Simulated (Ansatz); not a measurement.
For zinc-blende PbTe (model structure), rVV10 (Ansatz, an electronic-structure program, plane waves, PAW) gives:

| Item | Result |
|---|---|
| lattice constant a | 7.320 Å |
| formation enthalpy | -0.118 eV/atom |

What does r²SCAN (PAW; Ansatz) give for the same quantities?


- lattice constant a: 7.284 Å (decreases by 0.5 %)
- formation enthalpy: -0.256 eV/atom (moves by -0.138 eV/atom)

Changes are worked out from the printed values.

Unless a cell is named, each level is at its own relaxed cell (rVV10 49.03, r²SCAN 48.31 Å³/atom).

Levels without +SOC leave out spin–orbit coupling, which shifts energies and cells of such heavy elements.

Ansatz's density-functional and Hartree–Fock values are scalar-relativistic unless marked +SOC, with PAW data made under PBE.

A model structure was made by putting elements into a prototype or built by hand; it is no filed structure, need not be a known phase, and can be a saddle point held by its symmetry.
